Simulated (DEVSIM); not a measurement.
abrupt GaAs n-p junction

System: abrupt GaAs n-p junction, at 400 K.

```tsv
layer (left to right)	material	thickness (μm)	Nd (cm⁻³)	Na (cm⁻³)	τn (s)	τp (s)
1	GaAs	3.80	5.2e16	-	3.9e-9	3.9e-9
2	GaAs	13.0	-	4.3e15	3.9e-9	3.9e-9
```

Left contact: ohmic. Right contact: ohmic. Voltage is applied to the left contact. Recombination: SRH at mid-gap, Auger. Mobility is constant in doping.

The device is made up for the run: typed textbook-type constants, with dimensions and the other settings drawn at random. Values at 300 K; Nc and Nv go as T^1.5, mobilities as T to minus their exponent, the gap by Varshni's rule with the affinity fixed.

```tsv
parameter	GaAs
gap (eV)	1.424
affinity (eV)	4.07
permittivity	12.9
Nc (cm⁻³)	4.7e17
Nv (cm⁻³)	9e18
μn (cm²/Vs)	8500
μp (cm²/Vs)	400
T exponent of μn	2.1
T exponent of μp	2.2
Cn (cm⁶/s)	1e-30
Cp (cm⁶/s)	1e-30
Varshni α (eV/K)	0.000541
Varshni β (K)	204
```

DEVSIM, 1D drift-diffusion, Boltzmann statistics, complete ionisation; no tunnelling, impact ionisation, image-force lowering or self-heating.

The potential step across the device at zero bias is 1.008 V. The largest field in the device at zero bias is 33000 V/cm, the dark forward voltage at 1 A/cm² is 0.749 V and the dark forward voltage at 100 A/cm² is 1.059 V.

Dark forward current:

| V (V) | J (A/cm²) |
|---|---|
| -0.05 | -8.3e-7 |
| -0.15 | -5.9e-6 |
| -0.25 | -3.0e-5 |
| -0.30 | -6.6e-5 |
| -0.40 | -0.00035 |
| -0.50 | -0.0022 |
| -0.60 | -0.021 |
| -0.70 | -0.28 |
| -0.75 | -1.0 |
| -0.85 | -9.0 |
| -0.95 | -36 |
| -1.05 | -93 |
| -1.10 | -140 |
| -1.20 | -260 |
| -1.30 | -440 |
| -1.40 | -700 |
| -1.50 | -1000 |
| -1.55 | -1200 |
| -1.65 | -1700 |
| -1.75 | -2200 |

Small-signal capacitance in reverse bias (quasi-static):

```json
[
 {"V (V)": "0.04", "C (nF/cm²)": "19.3"},
 {"V (V)": "0.1", "C (nF/cm²)": "18.7"},
 {"V (V)": "0.2", "C (nF/cm²)": "17.9"},
 {"V (V)": "0.3", "C (nF/cm²)": "17.1"},
 {"V (V)": "0.4", "C (nF/cm²)": "16.5"},
 {"V (V)": "0.6", "C (nF/cm²)": "15.4"},
 {"V (V)": "0.8", "C (nF/cm²)": "14.5"},
 {"V (V)": "1", "C (nF/cm²)": "13.7"},
 {"V (V)": "1.3", "C (nF/cm²)": "12.7"},
 {"V (V)": "1.6", "C (nF/cm²)": "12.0"},
 {"V (V)": "2", "C (nF/cm²)": "11.1"}
]
```
